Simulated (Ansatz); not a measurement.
Input:

```yaml
crystal:
  lattice:
    - [0.00000, 1.95641, 1.95641]
    - [1.95641, 0.00000, 1.95641]
    - [1.95641, 1.95641, 0.00000]
  atoms:
    - { symbol: Li, position: [0.00000, 0.00000, 0.00000] }
    - { symbol: F, position: [0.50000, 0.50000, 0.50000] }
```

No spin polarisation.

Computed with Ansatz (an electronic-structure program) PBE, no SOC. Γ-centred 14×14×14 mesh, Fermi–Dirac width 0.05 eV.

Task: Predict the width of the top valence band, gap character, electron mass and band gap.

Result: 
```json
{
  "width_of_the_top_valence_band": "1.13 eV",
  "gap_character": "direct at Γ",
  "electron_mass": "0.94 mₑ (at Γ)",
  "band_gap": "9.90 eV"
}
```

Load acts through the strain it causes; cell and atoms are relaxed under it. Effective masses come from finite differences of ±0.01 Å⁻¹. Stability against distortions was not tested. Competing high-pressure phases were not computed. The cell was made from LiF in the rock salt structure (space group Fm-3m, No. 225) by this change: pressure 10 GPa.
